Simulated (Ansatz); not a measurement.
SrMgF₄ (Cmc2₁, No. 36, 12 atoms in the cell; start COD 7218677) was calculated with PBEsol (plane waves, PAW; Ansatz, a quantum-chemistry and plane-wave program).

Run with plane-wave cutoff 520 eV, 10×10×6 k mesh (along the axes of the cell as run), Fermi–Dirac smearing 0.01 eV, scalar-relativistic PAW data made under PBE.

Cell (measured lattice):

MgSrF$_{4}$ has the orthorhombic space group Cmc2₁ (No. 36), Pearson symbol oS24. Cell: a = 3.9370 Å, b = 14.4880 Å, c = 5.6380 Å, α = β = γ = 90.00°. Sr on 4a is coordinated by 5 F at 2.461–2.526 Å and 3 F at 2.667–2.760 Å and 1 F at 2.941 Å. Mg on 4a is surrounded by 6 F at 1.925–2.023 Å (octahedral). F1 on 4a sees 2 Mg at 1.971 Å and 1 Sr at 2.667 Å. F2 on 4a sees 1 Mg at 2.007 Å and 3 Sr at 2.461–2.526 Å (tetrahedral). F3 on 4a has 1 Mg at 1.925 Å and 1 Mg at 2.023 Å and 2 Sr at 2.760 Å. F4 on 4a is surrounded by 1 Mg at 1.939 Å and 2 Sr at 2.478 Å and 1 Sr at 2.941 Å (tetrahedral). (Neighbours: up to the widest gap in distance over summed covalent radii, below 1.35, at either atom; cation-cation and far metal-metal contacts left out.)
(The calculation used a cell of 12 atoms; values per cell refer to that cell.)

Task: What does this level give for the band gap and smallest direct gap on the k points sampled?

Result: 
- band gap = 6.73 eV
- smallest direct gap on the k points sampled = 6.83 eV

Note: the file's cell can be that of a phase stable at another temperature; cell and atoms aren't relaxed at this level (largest force component 0.28 eV/Å, pressure -0.4 GPa).

Spin–orbit coupling is not included.

Computed values are for the static lattice.

Computing time: about 6 core-minutes (a rough figure).
